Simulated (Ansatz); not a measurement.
# Defect calculation: O vacancy + Al on the Hf site + Al on the Hf site (V_O+Al_Hf+Al_Hf) in metastable polar orthorhombic HfO2

These are PBE, PAW (plane waves to 420 eV; Ansatz, a first-principles code) values and carry that method's errors. The supercell holds 96 host sites (2×2×2 repeats of a cell of 12 atoms), with a 2×2×2 shifted k-point sampling for the final energies. Sites at the start: the O(1) site; Hf 2.15 Å away; Hf 2.16 Å away. Finite-size correction: monopole term and site-potential alignment. Dielectric constants: PBE linear response of the host. Host gap at this level: 4.36 eV. Finite-size and sampling errors can reach tenths of an eV here. The semilocal functional narrows the gap, so deep levels can fall outside it. Spin–orbit coupling is left out, which matters for these heavy elements. Each state is the lowest found from its start.

Formation energies E_f are given with the Fermi level at the valence-band maximum. Chemical conditions: O-rich (Δμ(Hf) = -10.30 eV, Δμ(O) = 0.00 eV, Δμ(Al) = -7.45 eV, bounded by corundum; only phases computed here count, gases as isolated molecules at 0 K). Reference phases: Al: fcc Al, Hf: hcp Hf, O: O2 molecule in a box.

The name describes the start; the neighbours show where the atoms ended.

Charges with a result: +1, 0, −1. Others weren't obtained, and one of them could lie lower, also by skipping a charge.

```tsv
charge	moment (μB)	point group	largest move off a lattice site (Å)	neighbours of the last Al atom of the defect at the end (Å)	image correction with alignment (eV)	E_f, O-rich (eV)
+1†	1.0	–	0.58	O 1.85, O 1.86, O 1.88, O 1.90, O 2.37, O 2.51, O 3.00	-0.66	–
0	not spin-polarised	C1	0.60	O 1.85, O 1.86, O 1.89, O 1.90, O 2.39, O 2.48, O 3.01	0.00	3.28
−1†	1.0	–	0.51	O 1.87, O 1.88, O 1.88, O 1.92, O 2.27, O 2.66, O 3.07	0.76	–
```

† Not settled in this cell, so no level is given: charge +1: a large or scattered potential alignment; charge −1: a large or scattered potential alignment.

Point groups are those of the whole cell at tolerances of 0.03 and 0.1 Å ("near" where only the looser one holds); none is given for unsettled states.

Flagged in the runs: a host whose relaxation on this sampling wasn't shown to rest, a strain field that reaches the edge of the cell.

All states together cost roughly 6 core-hours.
